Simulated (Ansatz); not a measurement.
Take W$_{2}$N (space group P4/mmm, No. 123; a hypothetical phase, not in the database extracts checked) as the base.

```
W2N
1.0
    2.96344     0.00000     0.00000
    0.00000     2.96344     0.00000
    0.00000     0.00000     4.16019
W N
2 1
Direct
  0.00000   0.00000   0.00000
  0.50000   0.50000   0.50000
  0.50000   0.50000   0.00000
```

Level of theory: PBE-D3(BJ) (Ansatz, a quantum-chemistry and plane-wave program; PAW; 420 eV plane waves; without spin-orbit coupling).

Base values:

- Volume per atom: 12.18 Å³

Modification: a hydrostatic pressure of 10 GPa.

Problem. What does the calculation give for the volume per atom after the change?

Solution. The volume per atom drops by 0.32 Å³, from 12.18 Å³ to 11.86 Å³.

Load acts through the strain it causes; cell and atoms are relaxed under it. No phonon test of stability was made. Competing high-pressure phases were not computed. The base started in P4/nmm and relaxed to P4/mmm at this level. All final runs are without spin polarisation. An odd electron count without spin: W2N. The D3 term's C6 switches between coordination references near this geometry, which can add small steps to energies.
